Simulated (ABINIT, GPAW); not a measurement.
An ABINIT input for a self-consistent single point of BaN2 (C2/c, 6 atoms in the cell) (DFT, PBEsol, plane waves, norm-conserving pseudopotentials (PseudoDojo nc-sr-04 PBEsol standard)):

```
# BaN2, PseudoDojo nc-sr-04 PBEsol standard
pp_dirpath "./"
pseudos "Ba.upf, N.upf"
acell 4.2215316586 4.2215316586 7.3130997746 Angstrom
rprim
         0.8496098786   -0.5274116553   -0.0000000000
         0.8496098786    0.5274116553   -0.0000000000
        -0.2606730468   -0.0000000000    0.9654271400
natom 6
ntypat 2
znucl 56 7
typat 1 1 2 2 2 2
xred
         0.2040700000    0.7959300000    0.7500000000
         0.7959300000    0.2040700000    0.2500000000
         0.4439300000    0.1500100000    0.5452000000
         0.5560700000    0.8499900000    0.4548000000
         0.8499900000    0.5560700000    0.9548000000
         0.1500100000    0.4439300000    0.0452000000
ecut 42
occopt 3
tsmear 0.1 eV
nband 27
kptopt 1
ngkpt 6 6 3
nshiftk 1
shiftk 0 0 0
nstep 100
tolvrs 1.0e-10
prtwf 0
prtden 0
prtvol 1
enunit 2
```

Q: Give the GPAW input for the same structure, mesh, smearing and functional.

A: This is the input that was run; spellings and numerical settings could be chosen otherwise.

```python
from ase import Atoms
from ase.units import GPa
from gpaw import GPAW

atoms = Atoms(['Ba', 'Ba', 'N', 'N', 'N', 'N'],
              cell=[[3.586655, -2.226485, 0.000000],
                    [3.586655, 2.226485, 0.000000],
                    [-1.906328, 0.000000, 7.060265]],
              scaled_positions=[[0.204070, 0.795930, 0.750000],
                                [0.795930, 0.204070, 0.250000],
                                [0.443930, 0.150010, 0.545200],
                                [0.556070, 0.849990, 0.454800],
                                [0.849990, 0.556070, 0.954800],
                                [0.150010, 0.443930, 0.045200]],
              pbc=True)

calc = GPAW(mode={'name': 'pw', 'ecut': 950},
            xc='PBEsol',
            kpts={'size': (6, 6, 3), 'gamma': True},
            occupations={'name': 'fermi-dirac', 'width': 0.1},
            nbands=-10,
            symmetry={'symmorphic': False, 'tolerance': 0.0005},
            maxiter=150,
            txt='-')

atoms.calc = calc

energy = atoms.get_potential_energy()
print('Energy (eV):', round(energy, 6))
forces = atoms.get_forces()
print('Forces (eV/Ang):')
print(forces.round(5))
stress = atoms.get_stress()
print('Stress (GPa, Voigt):', (stress / GPa).round(4))
```

Basis settings and potentials, where a program has them, do not carry over. This input uses DFT PBEsol, plane waves, GPAW PAW datasets PBEsol (made by gpaw-setup).

The starting cell comes from a database of computed structures (which also holds hypothetical and non-ambient phases and stackings), without a prior relaxation at this level.
